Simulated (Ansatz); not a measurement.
# AlNi3: pressure series

The parent structure is AlNi3 in the Cu3Au type structure (space group Pm-3m, No. 221; a = 3.526 Å; ferromagnetic).

Cell and atoms are relaxed at each pressure.

Calculations: plane-wave PAW DFT at the r2SCAN level (Ansatz, a quantum-chemistry and plane-wave program, 500 eV), no spin-orbit coupling.

```tsv
pressure (GPa)	volume per atom (Å³/atom)
-2	11.071
-1	11.015
0	10.961
3	10.805
7	?
15	10.280
30	9.777
50	9.262
75	8.769
```

Question: Fit the third-order Birch–Murnaghan form P(V) = (3B₀/2)[(V₀/V)^(7/3) − (V₀/V)^(5/3)]·[1 + (3/4)(B₀′ − 4)((V₀/V)^(2/3) − 1)] (squares taken in P) to the rows shown and predict the withheld row.

Answer: Least squares on the printed values gives V₀ = 10.960 Å³/atom, B₀ = 203 GPa, B₀′ = 4.5; this predicts 10.614 Å³/atom, and the run gives 10.614 Å³/atom, in agreement.

Measured bulk modulus of AlNi3: 173.9 GPa (temperature not stated; as listed in Nikolai A. Zarkevich, Timothy M. Smith, John W. Lawson, Crystals (2023)); the computed value is for a static lattice, so the two differ by thermal effects too.

Other magnetic orders, which the real material may have, were not ruled out. Load acts through the strain it causes; cell and atoms are relaxed under it. Stability against distortions was not tested. Competing high-pressure phases were not computed.
